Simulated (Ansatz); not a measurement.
Candidate structures of SnO, relaxed level by level: SnO (P4/nmm, No. 129, 8 atoms in the cell; start mp-545820); SnO (Pmn2₁, No. 31, 4 atoms in the cell; start mp-545552; a measured phase of this formula has another space group); SnO (model structure, F-43m, No. 216, 2 atoms in the cell); SnO (model structure, started from the 6H type, P6₃mc, No. 186, 12 atoms in the cell); SnO (model structure, started from the h-BN type, P6₃/mmc, No. 194, 4 atoms in the cell). Levels: PBEsol (plane waves, PAW; Ansatz, a first-principles code), r²SCAN+rVV10 in Ansatz (PAW).

**Question.** Which structure has the lowest energy at each level, and how far above it lie the others?

**Answer.** Lowest: PBEsol, SnO (P4/nmm, No. 129, 8 atoms in the cell; start mp-545820); r²SCAN+rVV10, SnO (P4/nmm, No. 129, 8 atoms in the cell; start mp-545820). Energies above the lowest of these candidates, meV/atom:

| structure | PBEsol | r²SCAN+rVV10 |
|---|---|---|
| SnO (P4/nmm, No. 129, 8 atoms in the cell; start mp-545820) | 0 | 0 |
| SnO (Pmn2₁, No. 31, 4 atoms in the cell; start mp-545552; a measured phase of this formula has another space group) | 94 | 91 |
| SnO (model structure, started from the 6H type, P6₃mc, No. 186, 12 atoms in the cell) | 352 | 412 |
| SnO (model structure, started from the h-BN type, P6₃/mmc, No. 194, 4 atoms in the cell) | 492 | 649 |
| SnO (model structure, F-43m, No. 216, 2 atoms in the cell) | 505 | 653 |

All these levels agree on the lowest structure.

Static-lattice energies; unlike cells have unlike k meshes, which leaves some meV/atom of uncertainty, and other structures than these can lie lower.

Note: the relaxation could not lower the start's symmetry, so the cell can be a saddle point above a distorted one.

A model structure was made by putting elements into a prototype or built by hand; it is no filed structure, need not be a known phase, and can be a saddle point held by its symmetry.

A start named mp-… is a Materials Project structure, which need not be a measured phase.
